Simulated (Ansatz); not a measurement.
Results of HSE06 (PAW; Ansatz, a program for electronic structure) for C (within 0.1 Å of Fmmm, No. 69, 4 atoms in the cell; start mp-568363; another form than the element's usual one).

Run with plane-wave cutoff 460 eV, 12×12×4 k mesh (along the axes of the cell as run), Fermi–Dirac smearing 0.01 eV, scalar-relativistic PAW data made under PBE.

Cell (relaxed with PBEsol):

```cif
data_C8
_chemical_formula_sum 'C8'
_space_group_name_H-M_alt 'Cmme'
_space_group_IT_number 67
_space_group_name_Hall '-C 2a 2'
_cell_length_a 2.45898
_cell_length_b 4.25816
_cell_length_c 7.35521
_cell_angle_alpha 90.000
_cell_angle_beta 90.000
_cell_angle_gamma 90.000
loop_
_atom_site_label
_atom_site_type_symbol
_atom_site_symmetry_multiplicity
_atom_site_Wyckoff_symbol
_atom_site_fract_x
_atom_site_fract_y
_atom_site_fract_z
_atom_site_occupancy
C1 C 8 m 0.00000 0.08332 0.74963 1
```
(The calculation used a cell of 4 atoms; values per cell refer to that cell.)

Q: What does this level give for the band gap and Γ–Γ gap?

A: 
band gap: 0.00 eV (under three smearing widths, so not firm)
Γ–Γ gap: 7.95 eV

Note: cell and atoms aren't relaxed at this level (pressure -2.7 GPa).

Static lattice: no zero-point or thermal effects.

The result took very roughly 80 core-seconds.

A start named mp-… is a Materials Project structure, which need not be a measured phase.
